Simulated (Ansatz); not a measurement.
Take Ni2Si (space group Pnma, No. 62; a = 4.917 Å, b = 3.698 Å, c = 7.008 Å; non-magnetic) as the base. Axes: x, y, z lie along a, b, c of the conventional cell.

Level of theory: Ansatz (a quantum-chemistry and plane-wave program) PBEsol, scalar-relativistic without spin-orbit coupling, earlier PAW set.

Base values:

```
Quantity                         Value
-----------------------------  -------
Pressure                       0.0 GPa
Band gap                          zero
Shortest interatomic distance  2.291 Å
```

Perturbation: the cell is stretched by 1.06 % along x with no lateral relaxation; the atoms relax in the strained cell.

Question: Predict the new largest internal atomic displacement, energy relative to the base, pressure, band gap and shortest interatomic distance.

Answer: The largest internal atomic displacement is 0.014 Å; the energy grows by 1.0 meV/atom; the pressure (mean of the normal stresses, compression positive) goes from zero to -2.0 GPa; the band gap stays zero; the shortest interatomic distance stays essentially unchanged (2.291 Å against 2.292 Å).

Without a gap, meshes like the base's 8×10×6 leave anisotropic stresses uncertain by several tenths of a GPa, and small strain energies with them. Stability against distortions was not tested. Starting moments died away, wholly or in part, for the base; another magnetic solution may exist. The final runs are not spin-polarised.
